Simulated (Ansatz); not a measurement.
Band structure of CdPPd₅ (P4/mmm, 7 atoms in the cell).

```
CELL_PARAMETERS angstrom
      3.89942     0.00000     0.00000
      0.00000     3.89942     0.00000
      0.00000     0.00000     6.93431
ATOMIC_POSITIONS crystal
  Cd 0.50000 0.50000 0.00000
  P  0.00000 0.00000 0.50000
  Pd 0.00000 0.00000 0.00000
  Pd 0.50000 0.00000 0.69928
  Pd 0.50000 0.00000 0.30072
  Pd 0.00000 0.50000 0.69928
  Pd 0.00000 0.50000 0.30072
```

Method: PBEsol, PAW files made with PBE (plane waves; Ansatz, a program for electronic structure).

Settings: kpoints.mp_grid.grid = 7 7 4; hamiltonian.xc = pbesol; hamiltonian.pseudopotentials = {kind: paw} (the program's default PAW files); scf.occupations.method = fermi_dirac; scf.occupations.width = 0.1 eV; kpoints.band_path.npoints = 8.

The starting cell comes from a database of computed structures (which also holds hypothetical and non-ambient phases and stackings), without a prior relaxation at this level. Its lattice was rescaled by a random factor within 2.5 % of one. Spin polarisation is off; with an odd number of electrons in the cell that forces a metal, and a magnetic state may lie lower.

Levels in eV from the Fermi level, bands 55 to 62:
```tsv
point	55	56	57	58	59	60	61	62
Γ	-0.92	-0.12	-0.08	0.29	0.29	2.96	3.83	5.89
X	-1.57	-0.76	-0.08	-0.02	0.45	1.49	2.58	5.09
M	-0.73	-0.73	-0.35	-0.35	0.35	1.21	1.21	1.81
Z	-0.31	-0.12	-0.08	1.64	2.03	2.03	3.60	3.60
R	-1.45	-1.26	-1.24	-0.57	2.90	2.96	3.10	4.02
A	-0.87	-0.63	-0.50	0.67	0.67	1.22	1.22	1.56
```

Bands cross the Fermi level along this path, so the cell is metallic at this level.

Keys are those of Ansatz 0.2.
